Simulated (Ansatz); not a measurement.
Results of PBEsol+SOC in Ansatz (PAW) for Ta2O5 (Pmmn, No. 59, 14 atoms in the cell; start mp-1539317).

Numerical settings: plane-wave cutoff 520 eV, 8×2×8 k mesh (along the axes of the cell as run), Fermi–Dirac smearing 0.01 eV, PAW data made under PBE.

Cell (relaxed with PBEsol):

```cif
data_O10Ta4
_chemical_formula_sum 'Ta4 O10'
_space_group_name_H-M_alt 'Pmmn :1'
_space_group_IT_number 59
_space_group_name_Hall 'P 2 2ab -1ab'
_cell_length_a 3.83815
_cell_length_b 12.99305
_cell_length_c 3.86936
_cell_angle_alpha 90.000
_cell_angle_beta 90.000
_cell_angle_gamma 90.000
loop_
_space_group_symop_operation_xyz
  'x, y, z'
  '-x, -y, z'
  'x+1/2, -y+1/2, -z'
  '-x+1/2, y+1/2, -z'
  '-x+1/2, -y+1/2, -z'
  'x+1/2, y+1/2, -z'
  '-x, y, z'
  'x, -y, z'
loop_
_atom_site_label
_atom_site_type_symbol
_atom_site_symmetry_multiplicity
_atom_site_Wyckoff_symbol
_atom_site_fract_x
_atom_site_fract_y
_atom_site_fract_z
_atom_site_occupancy
Ta1 Ta 4 e 0.00000 0.14618 0.02192 1
O1 O 4 e 0.50000 0.18521 0.00201 1
O2 O 4 e 0.00000 0.14932 0.50752 1
O3 O 2 a 0.00000 0.00000 0.00469 1
```

Estimate the band gap that the calculation returns.


- band gap = 2.26 eV (on the SCF k mesh)

Note: cell and atoms aren't relaxed at this level (pressure -0.3 GPa).

A start named mp-… is a Materials Project structure, which need not be a measured phase.

Ansatz is a quantum-chemistry and plane-wave program.
